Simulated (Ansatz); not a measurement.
## LuBi: pressure series

The reference is LuBi in the rock salt structure (space group Fm-3m, No. 225; a = 6.201 Å; a model cell, its experimental status unchecked).

Cell and atoms are relaxed at each pressure.

Computed with r2SCAN/PAW in Ansatz (a program for electronic structure), spin-orbit coupling left out.

```csv
pressure (GPa),volume per atom (Å³/atom)
-2,30.884
0,29.802
0.3,29.659
0.7,29.472
1.5,?
3,28.496
5,27.764
7.5,26.959
10,26.255
```

**Question.** Fit the third-order Birch–Murnaghan form P(V) = (3B₀/2)[(V₀/V)^(7/3) − (V₀/V)^(5/3)]·[1 + (3/4)(B₀′ − 4)((V₀/V)^(2/3) − 1)] (squares taken in P) to the rows shown and predict the withheld row.

**Answer.** Least squares on the printed values gives V₀ = 29.807 Å³/atom, B₀ = 60.8 GPa, B₀′ = 4.1; this predicts 29.114 Å³/atom, and the run gives 29.119 Å³/atom, 0.005 higher.

Load acts through the strain it causes; cell and atoms are relaxed under it. Stability against distortions was not tested. Competing high-pressure phases were not computed.
